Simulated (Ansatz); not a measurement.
Start from ZrC in the rock salt structure (space group Fm-3m, No. 225; a = 4.669 Å; relaxed with 0.1 eV smearing). Axes: x, y, z lie along the cube axes.

Level of theory: PBEsol, PAW, 420 eV (Ansatz, a quantum-chemistry and plane-wave program; no spin-orbit coupling).

Strains are applied to the cell and any free atomic positions relax.

One change was made to it. Results:

| quantity | base | after |
|---|---|---|
| energy relative to the base (free energy F) | 0 meV/atom | +7.2 meV/atom |
| pressure (mean of the normal stresses, compression positive) | 0.0 GPa | 0.1 GPa |

Which of these changes matches the shifts?
A) tensor shear ε_xy = +0.86 %
B) tensor shear ε_xy = +1.71 %
C) tensor shear ε_xy = +1.43 %

B, tensor shear ε_xy = +1.71 %. For comparison, the energy relative to the base in the other runs: tensor shear ε_xy = +0.86 % gives +1.8 meV/atom; tensor shear ε_xy = +1.43 % gives +5.1 meV/atom.

Stability against distortions was not tested. The final runs are not spin-polarised.
